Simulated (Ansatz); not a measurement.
Cubic perovskite SrVO3, treated with r²SCAN+rVV10 (PAW; Ansatz, a first-principles code).

Run with plane-wave cutoff 560 eV, 14×14×14 k mesh, Fermi–Dirac smearing 0.05 eV, no spin polarisation, scalar-relativistic PAW data made under PBE.

Energies at three volumes about the minimum:

| V (Å³/atom) | E − E_lowest (meV/atom) |
|---|---|
| 10.907 | 2.99 |
| 11.130 | 0.00 |
| 11.352 | 2.77 |

**Question.** Fit a parabola by hand: where is the minimum, what lattice constant follows, and what is the bulk modulus?

**Answer.** Slopes: (0.00 − 2.99)/(11.130 − 10.907) = -13.408 and (2.77 − 0.00)/(11.352 − 11.130) = 12.477 meV/Å³. Curvature E″ = 2 × (12.477 − (-13.408))/(11.352 − 10.907) = 116.337 meV/Å⁶. From the middle of the first interval, the slope vanishes at V0 = 11.0185 − (-13.408)/116.337 = 11.134 Å³/atom. B = V0 E″ = 11.134 × 116.337 meV/Å³ × 0.1602 GPa per meV/Å³ = 208 GPa. With 5 atoms in the cube, a = (5 × 11.134)^(1/3) = 3.818 Å. The full Birch–Murnaghan fit to all volumes gives V0 = 11.130 Å³/atom and B0 = 207 GPa.

Measured, for comparison: lattice constant a 3.842 Å (temperature not stated, not corrected to a static lattice; as tabulated in Marks et al. (2021), arXiv:2103.05797).
